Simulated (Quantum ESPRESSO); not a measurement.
Quantum ESPRESSO 7.5, DFT, PBE, plane waves, SSSP 1.1.2 efficiency PBE: fcc Al, 1 atom. Basis and mesh were picked for this test and aren't claimed converged.

```fortran
&CONTROL
  calculation = 'scf'
  pseudo_dir = './pseudo'
  outdir = './out'
  tprnfor = .true.
  tstress = .false.
/
&SYSTEM
  ibrav = 0
  nat = 1
  ntyp = 1
  ecutwfc = 45
  ecutrho = 360
  occupations = 'smearing'
  smearing = 'mv'
  degauss = 0.02
/
&ELECTRONS
  conv_thr = 1e-09
/
ATOMIC_SPECIES
Al 26.9815 Al.pbe-n-kjpaw_psl.1.0.0.UPF
CELL_PARAMETERS angstrom
  0.000000000000   2.025000000000   2.025000000000
  2.025000000000   0.000000000000   2.025000000000
  2.025000000000   2.025000000000   0.000000000000
ATOMIC_POSITIONS crystal
Al   0.000000000000   0.000000000000   0.000000000000
K_POINTS automatic
18 18 18 0 0 0
```

The program reports k-points computed: 195, bands: 6, electrons: 3, G-vectors of the density: 12939, FFT grid: 36×36×36, symmetry operations: 48.

Hardware: AMD EPYC (Zen 5), 96 cores on 1 socket, no SMT, 12 L3 cache groups; 94 cores' worth of CPU time may be used.

Each time is the median wall time of two to five repeats, run one at a time on the otherwise empty machine; start-up is included. Unless noted, each process is bound to its own block of adjacent cores. Build: conda-forge: Open MPI 5.0, OpenMP, OpenBLAS 0.3.34 (pthreads), FFTW, ScaLAPACK, ELPA. Other compilers and libraries give other times. Scratch files lie in a memory file system.

Started as
```bash
OMP_NUM_THREADS=1 mpirun -np 2 pw.x -nk 2 -in pw.in
```
(2 ranks, nbnd = 6 (default)) it takes 2.9 s and 5 SCF iterations.

**Question.** Estimate the wall time with nbnd = 4.

**Answer.** About 2.5 s (3 runs within 1 %): 1.1× as fast. The largest move is in FFTs of H·ψ (vloc_psi): 0.80 s to 0.59 s. Change in the result: energy equal as printed.
